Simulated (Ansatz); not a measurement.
# A computed series for Bi: element substitutions

Start from Bi in the A7 type structure (space group R-3m, No. 166; a = 4.5216 Å, c = 12.0282 Å (hexagonal axes); layered).

Each row replaces one element on all its sites; cell and atoms are relaxed.

All numbers come from Kohn–Sham DFT with the r2SCAN+rVV10 functional, run in Ansatz (a first-principles code) with PAW and 500 eV plane waves, without spin-orbit coupling, earlier PAW set.

Only one of these keeps the space group of the base. Which?
(A) Bi → Si
(B) Bi → Ni
(C) Bi → Sb

C, Bi → Sb. Computed: Bi → Si: Pm-3m (No. 221); Bi → Ni: Fm-3m (No. 225); Bi → Sb: R-3m (No. 166)

Other magnetic orders, which the real material may have, were not ruled out. Whether these cells are dynamically stable was not tested. As relaxed here, Si is a hypothetical phase, not in the database extracts checked.
